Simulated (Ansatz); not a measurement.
**TaAgO₃ in the cubic perovskite structure (space group Pm-3m, No. 221; a cell from a computed database, its experimental status unchecked)**

```xyz
5
Lattice="3.9514 0.0000 0.0000 0.0000 3.9514 0.0000 0.0000 0.0000 3.9514" Properties=species:S:1:pos:R:3 pbc="T T T"
Ta     0.0000     0.0000     0.0000
Ag     1.9757     1.9757     1.9757
O      0.0000     0.0000     1.9757
O      1.9757     0.0000     0.0000
O      0.0000     1.9757     0.0000
```

All numbers come from PBEsol in Ansatz (plane waves to 420 eV, PAW, no spin-orbit coupling). Γ-centred 8×8×8 mesh, Fermi–Dirac width 0.05 eV.

The volume per atom is 12.34 Å³. The density is 9.07 g/cm³ and the band gap is 1.62 eV, indirect, M → Γ. The electron mass is 0.32 mₑ and the lowest conduction-band minima above the VBM comes out as Γ 1.62 eV; X along ⟨100⟩ 2.04 eV. The total energy is -3802.708 eV/atom (σ→0; compares only within this code and set-up).

Spin-orbit coupling, missing from the scalar runs, can matter with Ta. Masses are band curvatures over ±0.01 Å⁻¹ around the edge. No phonon test of stability was made. Many cubic perovskites are stable only at high temperature; tilts and polar distortions were not tested.

Ansatz is a program for electronic structure.
